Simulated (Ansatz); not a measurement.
Density of states of MgS (Fm-3m) below the valence band maximum, Ansatz (a first-principles code) with HSE06, rigid bands; cell volume 34.8 Å³.

```csv
energy from edge (eV),10⁻³ states/eV/cell
0.006,123
0.031,276
0.056,358
0.081,424
0.106,476
0.131,527
0.156,573
0.181,615
0.206,656
0.231,699
0.256,733
0.281,769
0.319,830
0.344,873
0.369,912
0.394,949
0.419,999
0.444,1050
0.469,1090
0.494,1140
0.519,1190
0.544,1250
0.569,1320
0.594,1400
```

Q: What effective density of states at 300 K does this give (∫ g(E) exp(−E/k_BT) dE, both spins, divided by the cell's size)?

A: 1.7e20 cm⁻³, a density-of-states mass of 3.5 mₑ, valleys and band degeneracy included.

Spin-orbit coupling is left out; where it splits the top of the valence band, N_v and the p-type Seebeck coefficient come out somewhat high without it. Geometry: cell and atoms relaxed with PBEsol.
